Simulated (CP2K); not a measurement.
Worked example: self-consistent single point of CoGe (P2_13, 8 atoms in the cell) in CP2K.

Computed with LDA (Pade form), GPW, DZVP-MOLOPT-SR-GTH basis, GTH-PADE potentials (GTH_POTENTIALS) in CP2K.

```
CoGe
1.0
    4.57947     0.00000     0.00000
    0.00000     4.57947     0.00000
    0.00000     0.00000     4.57947
Co Ge
4 4
Direct
  0.13683   0.13683   0.13683
  0.36317   0.86317   0.63683
  0.63683   0.36317   0.86317
  0.86317   0.63683   0.36317
  0.83981   0.83981   0.83981
  0.66019   0.16019   0.33981
  0.33981   0.66019   0.16019
  0.16019   0.33981   0.66019
```

Reference input (self-consistent single point, DFT PBEsol, GPW, DZVP-MOLOPT-SR-GTH basis, GTH-PBE potentials (GTH_POTENTIALS)): CUTOFF = 600 Ry; REL_CUTOFF = 60 Ry; SMEAR/METHOD = GAUSSIAN; SIGMA = 0.1 eV; KPOINTS/SCHEME = MONKHORST-PACK 5 5 5; XC_FUNCTIONAL = PBE:PBESOL; Co/BASIS_SET = DZVP-MOLOPT-SR-GTH; Co/POTENTIAL = GTH-PBE-q17; Ge/BASIS_SET = DZVP-MOLOPT-SR-GTH; Ge/POTENTIAL = GTH-PBE-q4; METHOD = GPW; EPS_DEFAULT = 1e-11. This run's input differs from it in these lines:

```diff
@@ -43,6 +43,3 @@
     &XC
-      &XC_FUNCTIONAL
-        &PBE
-          PARAMETRIZATION PBESOL
-        &END PBE
+      &XC_FUNCTIONAL PADE
       &END XC_FUNCTIONAL
@@ -83,3 +80,3 @@
       BASIS_SET DZVP-MOLOPT-SR-GTH
-      POTENTIAL GTH-PBE-q17
+      POTENTIAL GTH-PADE-q17
     &END KIND
@@ -87,3 +84,3 @@
       BASIS_SET DZVP-MOLOPT-SR-GTH
-      POTENTIAL GTH-PBE-q4
+      POTENTIAL GTH-PADE-q4
     &END KIND
```

Output, abridged:

```
 SCF WAVEFUNCTION OPTIMIZATION

  Step     Update method      Time    Convergence         Total energy    Change
     1 NoMix/Diag. 0.30E+00      -     1.52067812      -599.9610749829 -6.00E+02
     2 Broy./Diag. 0.30E+00      -     0.24515525      -587.9068025046  1.21E+01
     3 Broy./Diag. 0.30E+00      -     0.06163463      -605.6434613470 -1.77E+01
     4 Broy./Diag. 0.30E+00      -     0.08871039      -597.8052626291  7.84E+00
     5 Broy./Diag. 0.30E+00      -     0.00590113      -597.6652426282  1.40E-01
     6 Broy./Diag. 0.30E+00      -     0.00085170      -597.7176678827 -5.24E-02
   [... 6 lines left out ...]
    13 Broy./Diag. 0.30E+00      -     0.00000044      -597.7207993421 -3.64E-05
    14 Broy./Diag. 0.30E+00      -     0.00000142      -597.7208057756 -6.43E-06
    15 Broy./Diag. 0.30E+00      -     0.00000124      -597.7208098158 -4.04E-06
    16 Broy./Diag. 0.30E+00      -     0.00000004      -597.7208114754 -1.66E-06
  *** SCF run converged in    16 steps ***

  Overlap energy of the core charge distribution:               0.00000000111589
  Self energy of the core charge distribution:               -952.02945480452922
  Core Hamiltonian energy:                                    266.67705712637070
  Hartree energy:                                             151.96531677001869
  Exchange-correlation energy:                                -64.33325004508421
  Smearing free energy correction:                             -0.00048052337336
  Fermi energy:                                                 0.41953381488210

  Total energy:                                              -597.72081147543099
  Total energy (extrapolated to sigma->0):                   -597.72057121374428

                     Mulliken Population Analysis

   [... lines left out ...]

 STRESS| Analytical stress tensor [bar]
 STRESS|                        x                   y                   z
 STRESS|      x       -6.88427753376E+04  -1.37397687438E-04   1.46064008566E-05
 STRESS|      y       -1.37397687438E-04  -6.88428020403E+04  -1.98725880144E-04
 STRESS|      z        1.46064008566E-05  -1.98725880144E-04  -6.88427949907E+04
 STRESS| 1/3 Trace                                            -6.88427907895E+04
```

The run converged in 16 iterations. Against the reference run the pressure goes from 2.93 to -6.88 GPa and the largest force goes from 0.104 to 0.120 eV/Å.

The starting cell comes from a database of computed structures (which also holds hypothetical and non-ambient phases and stackings), without a prior relaxation at this level. Spin polarisation is off. Values carry the incompleteness of an atom-centred basis. With a pressure of about -7 GPa the cell is away from its equilibrium volume at this level.

Cost on one core of a shared machine: roughly 2 min.
